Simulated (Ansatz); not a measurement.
Consider HfO₂ in the fluorite structure (space group Fm-3m, No. 225).

```yaml
crystal:
  lattice:
    - [0.00000, 2.54906, 2.54906]
    - [2.54906, 0.00000, 2.54906]
    - [2.54906, 2.54906, 0.00000]
  atoms:
    - { symbol: Hf, position: [0.00000, 0.00000, 0.00000] }
    - { symbol: O, position: [0.25000, 0.25000, 0.25000] }
    - { symbol: O, position: [0.75000, 0.75000, 0.75000] }
```

Method: PBE (Ansatz, an electronic-structure program, PAW, scalar-relativistic without spin-orbit coupling), earlier PAW set.

One change was made to it. Results:

```tsv
quantity	base	after
band gap	3.75 eV	3.76 eV
lattice parameter a	5.098 Å	5.086 Å
```

**Question.** Which change produced these results?
(A) pressure 1.8 GPa
(B) pressure 60 GPa
(C) pressure 30 GPa

**Answer.** A, pressure 1.8 GPa. For comparison, the band gap in the other runs: pressure 60 GPa gives 4.14 eV; pressure 30 GPa gives 3.98 eV.

Spin-orbit coupling, missing from the scalar runs, can matter with Hf. Load acts through the strain it causes; cell and atoms are relaxed under it. No phonon test of stability was made. No other phases were tried under pressure. This is not the structure that HfO2 has at room temperature and ambient pressure.
